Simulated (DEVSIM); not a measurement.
Device: Ru/SiO2/p-InP capacitor, at 300 K.

Layer 1 from the left is SiO2, thickness (nm) 33.0. Layer 2 from the left is InP, thickness (nm) 590, Na (cm⁻³) 1.1e18.

Metal gate on the left, work function 4.7 eV. Fixed charge at the semiconductor interface 0 cm⁻² (in units of +e); no interface traps.

The device is made up for the run: typed textbook-type constants, with dimensions and the other settings drawn at random. Values at 300 K.

SiO2: gap (eV) 9, affinity (eV) 0.9, permittivity 3.9. InP: gap (eV) 1.344, affinity (eV) 4.38, permittivity 12.5, Nc (cm⁻³) 5.7e17, Nv (cm⁻³) 1.1e19.

DEVSIM, 1D Poisson equation in equilibrium, Boltzmann statistics, complete ionisation; no quantum confinement or tunnelling. Metal contacts follow the ideal Schottky-Mott rule: no Fermi-level pinning, no interface dipoles.

Q: What does the simulation give for the minimum of the low-frequency capacitance, the flat-band voltage?

A: minimum of the low-frequency capacitance 0.0773 μF/cm²; flat-band voltage -0.96 V.
